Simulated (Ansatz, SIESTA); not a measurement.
An Ansatz (a program for electronic structure) input for a self-consistent single point of FeO (Fm-3m, 4 atoms in the cell) (DFT, PBE, plane waves, default PAW files):

Ansatz 0.2 input:
```yaml
# FeO
crystal:
  lattice:
    - [4.256979, 2.128489, 2.128489]
    - [2.128489, 4.256979, 2.128489]
    - [2.128489, 2.128489, 4.256979]
  atoms:
    - { symbol: Fe, position: [0.000000, 0.000000, 0.000000], spin: 4.0 }
    - { symbol: Fe, position: [0.500000, 0.500000, 0.500000], spin: -4.0 }
    - { symbol: O, position: [0.250000, 0.250000, 0.250000] }
    - { symbol: O, position: [0.750000, 0.750000, 0.750000] }
basis:
  ecutwfc: 420.0
kpoints:
  mp_grid: { grid: [7, 7, 7] }
hamiltonian:
  xc: pbe
  pseudopotentials: { kind: paw }
magnetization:
  spin_polarized: true
scf:
  occupations: { method: fermi_dirac, width: 0.02 }
output:
  forces: true
  eigenvalues: true
  stress: true
```

Task: Give the SIESTA input for the same structure, mesh, smearing and functional.

Result: This is the input that was run; spellings and numerical settings could be chosen otherwise.

```
# files in the folder: Fe.psml O.psml (PseudoDojo PBE standard)
SystemName  FeO
SystemLabel feo

NumberOfAtoms                4
NumberOfSpecies              2
%block ChemicalSpeciesLabel
  1 26 Fe
  2 8 O
%endblock ChemicalSpeciesLabel
LatticeConstant              1.0 Ang
%block LatticeVectors
     4.256979000    2.128489000    2.128489000
     2.128489000    4.256979000    2.128489000
     2.128489000    2.128489000    4.256979000
%endblock LatticeVectors
AtomicCoordinatesFormat      ScaledCartesian
%block AtomicCoordinatesAndAtomicSpecies
     0.000000000    0.000000000    0.000000000  1
     4.256978500    4.256978500    4.256978500  1
     2.128489250    2.128489250    2.128489250  2
     6.385467750    6.385467750    6.385467750  2
%endblock AtomicCoordinatesAndAtomicSpecies

XC.functional                GGA
XC.authors                   PBE
PAO.BasisSize                DZP
PAO.EnergyShift              0.01 Ry
MeshCutoff                   400 Ry
%block kgrid.MonkhorstPack
    7   0   0  0.0
    0   7   0  0.0
    0   0   7  0.0
%endblock kgrid.MonkhorstPack
OccupationFunction           FD
ElectronicTemperature        0.02 eV
Spin                         polarized
%block DM.InitSpin
  1 +4.00
  2 -4.00
  3 +0.00
  4 +0.00
%endblock DM.InitSpin

MaxSCFIterations             150
SCF.Mixer.Method             Pulay
SCF.Mixer.Weight             0.1
SCF.Mixer.History            8
SCF.DM.Tolerance             1.0E-04
Diag.ParallelOverK           true
WriteForces                  true
Charge.Mulliken              end
```

Basis settings and potentials, where a program has them, do not carry over. This input uses DFT, GGA PBE, numerical atomic orbitals DZP, PseudoDojo PBE standard norm-conserving potentials (rewritten from UPF to PSML). Both were run: pressure 4.45 GPa in Ansatz and 2.96 in SIESTA; size of the net moment 0.00 μB/atom in Ansatz and 0.00 in SIESTA. Ansatz's pressure is the one without its finite-basis correction.

On SIESTA: the starting cell has typed, rounded lattice constants, without a prior relaxation at this level. Its lattice was rescaled by a random factor within 2.5 % of one. For this run, on top of that: lattice scaled by 0.98. The magnetic order is the one reached from the typed start; others were not searched systematically. Values carry the incompleteness of an atom-centred basis.

On Ansatz: the starting cell has typed, rounded lattice constants, without a prior relaxation at this level. Its lattice was rescaled by a random factor within 2.5 % of one. For this run, on top of that: lattice scaled by 0.98. The magnetic order is the one reached from the typed start; others were not searched systematically. The program warned that, by what it read of turns of the moments, another magnetic order lies lower. With a pressure of about 5 GPa the cell is away from its equilibrium volume at this level.
